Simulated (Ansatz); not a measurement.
## Short convergence ladders for a (001) slab of Pb (cut from a parent of space group no. 194; 4 atoms in the cell)

```yaml
crystal:
  lattice:
    - [3.45423, 0.00000, 0.00000]
    - [-1.72712, 2.99145, 0.00000]
    - [0.00000, 0.00000, 22.95110]
  atoms:
    - { symbol: Pb, position: [0.33333, 0.66667, 0.30500] }
    - { symbol: Pb, position: [0.66667, 0.33333, 0.43500] }
    - { symbol: Pb, position: [0.33333, 0.66667, 0.56500] }
    - { symbol: Pb, position: [0.66667, 0.33333, 0.69500] }
```

Base method: PBEsol, default PAW files made with PBE (plane waves; Ansatz, a first-principles code).

Base settings: basis.ecutwfc = 420 eV; kpoints.mp_grid.grid = 10 10 1; hamiltonian.xc = pbesol; hamiltonian.pseudopotentials = {kind: paw} (the program's default PAW files); scf.occupations.method = gaussian; scf.occupations.width = 0.1 eV.

The count of work is k-points × plane waves × bands × iterations; it is no time. Core times come from one kind of shared machine, to one figure; runs under 30 s give none.

**The vacuum**

The mesh stays at the base's, so the ladder's end is converged at best in this setting alone.

Only quantities that move along the ladder and can be compared are tabulated.

```csv
vacuum between outermost atoms (Å),free energy less the last step's (meV/atom),largest difference of a force vector from the last step's (eV/Å),count of work / last
3.0,-76.30,0.358,0.26
4.0,-13.61,0.203,0.38
5.0,7.33,0.038,0.36
6.0,5.90,0.012,0.38
7.0,2.70,0.009,0.35
8.0,1.07,0.004,0.43
10.0,0.13,0.001,0.48
12.0,0.01,0.000,0.54
14.0,0.00,0.000,0.59
17.0,-0.01,0.000,0.57
20.0,-0.01,0.000,0.64
25.0,0.00,0.000,0.74
30.0,0.00,0.000,1.0
```

Smallest vacuum between outermost atoms (Å) that holds the forces within 0.01 eV/Å of the last step, with all finer ones: 7.0, at 0.35 of the last step's count of work; the step before is off by 0.012 eV/Å.

Smallest vacuum between outermost atoms (Å) that holds the free energy within 2 meV/atom of the last step, with all finer ones: 8.0, at 0.43 of the last step's count of work; the step before is off by 2.7 meV/atom.

**The plane-wave cutoff**

The mesh stays at the base's, so the ladder's end is converged at best in this setting alone.

Only quantities that move along the ladder and can be compared are tabulated.

```csv
basis.ecutwfc,free energy less the last step's (meV/atom),largest difference of a force vector from the last step's (eV/Å),count of work / last
210 eV,3581.10,0.076,0.12
250 eV,627.33,0.009,0.17
295 eV,58.53,0.010,0.18
355 eV,1.73,0.000,0.27
420 eV,0.71,0.000,0.35
505 eV,0.23,0.000,0.40
630 eV,0.05,0.000,0.65
840 eV,0.00,0.000,1.0
```

Coarsest basis.ecutwfc that holds the free energy within 2 meV/atom of the last step, with all finer ones: 355 eV, at 0.27 of the last step's count of work; the step before is off by 59 meV/atom.

Coarsest basis.ecutwfc that holds the forces within 0.005 eV/Å of the last step, with all finer ones: 355 eV, at 0.27 of the last step's count of work; the step before is off by 0.010 eV/Å.

**The depth of the relaxed slab**

On the (001) slab of Pb (cut from a parent of space group no. 194; 2 atoms in the cell), and deeper slabs.

In this ladder: relax = atoms; relax.f_tol = 0.02 eV/Å.

Surface energy = (E_slab − N e_bulk)/2A, with e_bulk from the bulk crystal on its finest mesh (312 k-points); errors per atom of slab and bulk, whose meshes differ, grow with N.

The mesh stays at the base's, so the ladder's end is converged at best in this setting alone.

Only quantities that move along the ladder and can be compared are tabulated.

```tsv
atoms	surface energy (J/m²)	relaxation steps	core time / last (rough)
2	0.303	4	–
6	0.346	5	0.2
8	0.334	4	0.4
10	0.341	6	1
```

Smallest size that holds the surface energy within 0.02 J/m² of the last step, with all finer ones: 6, at about 0.2 of the last step's time; the step before is off by 0.038 J/m².

On the base run: the starting cell comes from a database of computed structures (which also holds hypothetical and non-ambient phases and stackings), without a prior relaxation at this level. The slab is cut from that crystal, and its faces are unrelaxed. Its lattice was rescaled by up to half a per cent.

Keys are those of Ansatz 0.2.
